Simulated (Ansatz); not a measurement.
**Pressure series in hypothetical P6_3mc GeSe**

Take GeSe (space group P6_3mc, No. 186; a = 4.711 Å, c = 5.693 Å; a hypothetical phase, not in the database extracts checked) as the base.

Cell and atoms are relaxed at each pressure.

The values are results of Ansatz (a quantum-chemistry and plane-wave program) PBEsol, no SOC, not measurements.

Computed cases, in order: pressure −2 GPa; pressure −1 GPa; 0 GPa (base); pressure 0.9 GPa; pressure 2.1 GPa; pressure 4.5 GPa; pressure 9 GPa; pressure 15 GPa; pressure 22.5 GPa; pressure 30 GPa.

Question: Between which two neighbouring cases does the band gap open or close?

Answer: Between pressure 2.1 GPa (0.25 eV) and pressure 4.5 GPa (zero). The whole series: pressure −2 GPa: 0.86 eV; pressure −1 GPa: 0.70 eV; 0 GPa (base): 0.57 eV; pressure 0.9 GPa: 0.41 eV; pressure 2.1 GPa: 0.25 eV; pressure 4.5 GPa: zero; pressure 9 GPa: zero; pressure 15 GPa: zero; pressure 22.5 GPa: zero; pressure 30 GPa: zero.

The mesh was chosen for an insulator and is coarse for the gapless case. Load acts through the strain it causes; cell and atoms are relaxed under it. Stability against distortions was not tested. Competing high-pressure phases were not computed. All final runs are without spin polarisation. Along this pressure series the structure jumps between pressure 4.5 GPa and pressure 9 GPa; cells beyond that are another form of it. A zero or small gap of GeSe under pressure 2.1 GPa, GeSe under pressure 4.5 GPa and GeSe under pressure 9 GPa can be the functional's error rather than a property of the material.
